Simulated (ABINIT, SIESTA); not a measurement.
An ABINIT input for a self-consistent single point of CrO2 (P4_2/mnm, 6 atoms in the cell) (DFT, PBE, plane waves, PAW (JTH v2.0 PBE PAW)):

```
# CrO2, JTH v2.0 PBE PAW
pp_dirpath "./"
pseudos "Cr.GGA_PBE-JTH.xml, O.GGA_PBE-JTH.xml"
acell 4.3430520000 4.3430520000 2.8701820000 Angstrom
rprim
         1.0000000000    0.0000000000    0.0000000000
         0.0000000000    1.0000000000    0.0000000000
         0.0000000000    0.0000000000    1.0000000000
natom 6
ntypat 2
znucl 24 8
typat 1 1 2 2 2 2
xcart
         0.0000000000    0.0000000000    1.4350910000
         2.1715260000    2.1715260000    0.0000000000
         0.8567104375    0.8567104375    0.0000000000
         3.4863415625    3.4863415625    0.0000000000
         1.3148155625    3.0282364375    1.4350910000
         3.0282364375    1.3148155625    1.4350910000
      Angstrom
ecut 816 eV
pawecutdg 1633 eV
pawovlp -1
nsppol 2
spinat
      0 0 3
      0 0 3
      0 0 0
      0 0 0
      0 0 0
      0 0 0
occopt 3
tsmear 0.00499791
nband 37
kptopt 1
ngkpt 5 5 7
nshiftk 1
shiftk 0 0 0
nstep 50
tolvrs 1.0e-11
prtwf 0
prtden 0
enunit 2
```

**Question.** Give the SIESTA input for the same structure, mesh, smearing and functional.

**Answer.** This is the input that was run; spellings and numerical settings could be chosen otherwise.

```
# files in the folder: Cr.psml O.psml (PseudoDojo PBE standard)
SystemName  CrO2
SystemLabel cro2

NumberOfAtoms                6
NumberOfSpecies              2
%block ChemicalSpeciesLabel
  1 24 Cr
  2 8 O
%endblock ChemicalSpeciesLabel
LatticeConstant              1.0 Ang
%block LatticeVectors
     4.343052000    0.000000000    0.000000000
     0.000000000    4.343052000    0.000000000
     0.000000000    0.000000000    2.870182000
%endblock LatticeVectors
AtomicCoordinatesFormat      Fractional
%block AtomicCoordinatesAndAtomicSpecies
     0.000000000    0.000000000    0.500000000  1
     0.500000000    0.500000000    0.000000000  1
     0.197260000    0.197260000    0.000000000  2
     0.802740000    0.802740000    0.000000000  2
     0.302740000    0.697260000    0.500000000  2
     0.697260000    0.302740000    0.500000000  2
%endblock AtomicCoordinatesAndAtomicSpecies

XC.functional                GGA
XC.authors                   PBE
PAO.BasisSize                DZP
PAO.EnergyShift              0.005 Ry
MeshCutoff                   350 Ry
%block kgrid.MonkhorstPack
    5   0   0  0.0
    0   5   0  0.0
    0   0   7  0.0
%endblock kgrid.MonkhorstPack
OccupationFunction           FD
ElectronicTemperature        1578.21 K
Spin                         polarized
%block DM.InitSpin
  1 +3.00
  2 +3.00
  3 +0.00
  4 +0.00
  5 +0.00
  6 +0.00
%endblock DM.InitSpin

MaxSCFIterations             150
SCF.Mixer.Method             Pulay
SCF.Mixer.Weight             0.1
SCF.Mixer.History            8
SCF.DM.Tolerance             1.0E-05
Diag.ParallelOverK           true
WriteForces                  true
Charge.Mulliken              end
```

Basis, cutoffs, solver keys and any potentials are the target program's own. This input uses DFT, GGA PBE, numerical atomic orbitals DZP, PseudoDojo PBE standard norm-conserving potentials (rewritten from UPF to PSML).

The starting cell comes from a database of computed structures (which also holds hypothetical and non-ambient phases and stackings), without a prior relaxation at this level. Its lattice was rescaled by a random factor within 2.5 % of one.
